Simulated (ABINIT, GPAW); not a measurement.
A GPAW input for a self-consistent single point of InHO₂ (Pmn2_1, 8 atoms in the cell) (DFT PBEsol, plane waves, GPAW PAW datasets PBEsol (made by gpaw-setup)):

```python
from ase import Atoms
from ase.units import GPa
from gpaw import GPAW

atoms = Atoms(['In', 'In', 'H', 'H', 'O', 'O', 'O', 'O'],
              cell=[[3.298500, 0.000000, 0.000000],
                    [0.000000, 4.590520, 0.000000],
                    [0.000000, 0.000000, 5.302130]],
              positions=[[0.000000, 3.341623, 0.001856],
                         [1.649250, 1.248897, 2.652921],
                         [0.000000, 3.677466, 2.540304],
                         [1.649250, 0.913054, 5.191369],
                         [0.000000, 2.400016, 3.385463],
                         [1.649250, 2.190504, 0.734398],
                         [0.000000, 4.505963, 1.930134],
                         [1.649250, 0.084557, 4.581199]],
              pbc=True)

calc = GPAW(mode={'name': 'pw', 'ecut': 950},
            xc='PBEsol',
            kpts={'size': (7, 5, 4), 'gamma': True},
            occupations={'name': 'fermi-dirac', 'width': 0.01},
            nbands=-8,
            convergence={'density': 1e-05, 'bands': -6},
            symmetry={'symmorphic': False, 'tolerance': 0.0005},
            maxiter=150)

atoms.calc = calc

energy = atoms.get_potential_energy()
print('Energy (eV):', round(energy, 6))
forces = atoms.get_forces()
print('Forces (eV/Ang):')
print(forces.round(5))
stress = atoms.get_stress()
print('Stress (GPa, Voigt):', (stress / GPa).round(4))
```

Problem. Write the same calculation as an input for ABINIT.

Solution. This is the input that was run; spellings and numerical settings could be chosen otherwise.

```
# InHO2, PseudoDojo nc-sr-04 PBEsol standard
pp_dirpath "./"
pseudos "In.upf, H.upf, O.upf"
acell 3*1.0
rprim
         6.2332616221    0.0000000000    0.0000000000
         0.0000000000    8.6748255696    0.0000000000
         0.0000000000    0.0000000000   10.0195735772
natom 8
ntypat 3
znucl 49 1 8
typat 1 1 2 2 3 3 3 3
xred
         0.0000000000    0.7279400000    0.0003500000
         0.5000000000    0.2720600000    0.5003500000
         0.0000000000    0.8011000000    0.4791100000
         0.5000000000    0.1989000000    0.9791100000
         0.0000000000    0.5228200000    0.6385100000
         0.5000000000    0.4771800000    0.1385100000
         0.0000000000    0.9815800000    0.3640300000
         0.5000000000    0.0184200000    0.8640300000
ecut 84 Ry
ixc -116133
occopt 3
tsmear 0.01 eV
nband 34
kptopt 1
ngkpt 7 5 4
nshiftk 1
shiftk 0 0 0
nstep 50
tolvrs 1.0e-10
prtwf 0
prtden 0
enunit 1
```

Basis, cutoffs, solver keys and any potentials are the target program's own. This input uses DFT, PBEsol, plane waves, norm-conserving pseudopotentials (PseudoDojo nc-sr-04 PBEsol standard).

The starting cell comes from a database of computed structures (which also holds hypothetical and non-ambient phases and stackings), without a prior relaxation at this level.
